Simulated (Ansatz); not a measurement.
## Cubic perovskite KMnF3 (cubic form, which distorts at low temperature)

All values below come from PBEsol (Ansatz, an electronic-structure program, PAW).

Numerical settings: plane-wave cutoff 500 eV, 8×8×8 k mesh, Fermi–Dirac smearing 0.05 eV, magnetic order G, spin-polarised with opposed moments, scalar-relativistic PAW data made under PBE.

Cell (relaxed at this level):

Space group Pm-3m (No. 221); a = b = c = 4.1638 Å, α = β = γ = 90.00°

```
atom  site  symmetry       x       y       z
----  ----  --------  ------  ------  ------
K       1a      m-3m  0.0000  0.0000  0.0000
Mn      1b      m-3m  0.5000  0.5000  0.5000
F       3c    4/mm.m  0.0000  0.5000  0.5000
```
(The calculation used a cell of 10 atoms; values per cell refer to that cell.)

```yaml
band_gap: 2.27 eV (on the SCF k mesh)
```

Note: the magnetic order was assumed, not searched for or taken from measurement; the relaxation could not lower the start's symmetry, so the cell can be a saddle point above a distorted one.
